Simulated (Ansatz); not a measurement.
Consider the following.

```
MgO
1.0
    0.00000     2.12690     2.12690
    2.12690     0.00000     2.12690
    2.12690     2.12690     0.00000
Mg O
1 1
Cartesian
  0.00000   0.00000   0.00000
  2.12690   2.12690   2.12690
```

Computed with PBE, rigid bands (plane waves, PAW, scalar-relativistic; Ansatz, a quantum-chemistry and plane-wave program). Condition of this run: functional PBE, cell relaxed with it. How the cell was made: cell and atoms relaxed with PBE.

Question: What conductivity effective mass do dilute holes have at 300 K?

Answer: 2.4 mₑ.

Question: What conductivity effective mass do dilute electrons have at 300 K?

Answer: 0.35 mₑ.

Question: And the band gap?

Answer: 4.46 eV at this level; semilocal functionals usually fall short of the measured gap.

Rigid bands, one relaxation time for all states, no polarons. Spin-orbit coupling is left out.
